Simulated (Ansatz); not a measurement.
We consider L1₂ (Cu3Au-type) Pt₃Ti, described by LDA (PAW; Ansatz, an electronic-structure program).

Run with plane-wave cutoff 520 eV, 16×16×16 k mesh, Fermi–Dirac smearing 0.032 eV (set by the program), no spin polarisation, scalar-relativistic PAW data made under PBE.

The cell has the measured lattice: a = b = c = 3.916 Å, α = β = γ = 90.00°.

**Question.** Predict the elastic constant C11, polycrystal shear modulus (Hill average), Young modulus, Voigt–Reuss–Hill bulk modulus, elastic constant C12 and elastic constant C44.

**Answer.** 
- elastic constant C11 = 356 GPa
- polycrystal shear modulus (Hill average) = 116 GPa
- Young modulus = 300 GPa
- Voigt–Reuss–Hill bulk modulus = 239 GPa
- elastic constant C12 = 181 GPa
- elastic constant C44 = 141 GPa

Note: the cell isn't this level's own, so it is under some stress, which shifts stiffness and frequencies.

Elastic constants are with the ions relaxed.

Spin–orbit coupling is not included.
